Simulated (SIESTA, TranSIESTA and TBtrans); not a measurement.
Run with TranSIESTA and TBtrans (open boundaries, self-consistent; PseudoDojo norm-conserving potentials, scalar-relativistic): Spin polarized, PAO.BasisSize DZP, PAO.EnergyShift 0.15 eV, XC.Authors PBE, Mesh.Cutoff 200 Ry, ElectronicTemperature 300 K, TS.Voltage 0.0 eV, TBT.Elecs.Eta 0.001 eV.

Device: Rh chain bridged by a linear C2 unit along the axis. Leads: straight Rh chain, spacing 2.3 Å. Geometry: as built, not relaxed.

Problem. Give the largest eigenchannel transmissions at the Fermi level (four at most) and the total.

Solution. Up: 0.99, 0.99, 0.31 (total 2.29); down: 0.99, 0.99, 0.33 (total 2.31). The magnetic order of the leads was set by the start, and no other order was tried; the separate lead runs end at 0.62 (left) and 0.62 (right) μB an atom. The straight chain is held at its spacing; free chains may zigzag or dimerise.
